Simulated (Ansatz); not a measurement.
# How the band gap of SrZrS3 (model structure, started from the cubic perovskite type, Pm-3m, No. 221, 5 atoms in the cell) moves with the method

No measured value is used here.

```
level (code)             value (eV)
------------------  ---------------
LDA (Ansatz)                   0.28
PBE (Ansatz)                   0.41
PBE+SOC (Ansatz)    0.38 (indirect)
PBEsol (Ansatz)                0.32
HSE06+SOC (Ansatz)  1.07 (indirect)
```

Computed values are for a static lattice. Levels without +SOC have no spin–orbit coupling; where heavier elements are present it shifts gaps, mostly down, and can invert bands.  Values are at the PBEsol cell. Cutoffs and k meshes differ between the levels. Ansatz's density-functional and Hartree–Fock values are scalar-relativistic unless marked +SOC, with PAW data made under PBE.

A model structure was made by putting elements into a prototype or built by hand; it is no filed structure, need not be a known phase, and can be a saddle point held by its symmetry.

Ansatz is a first-principles code.
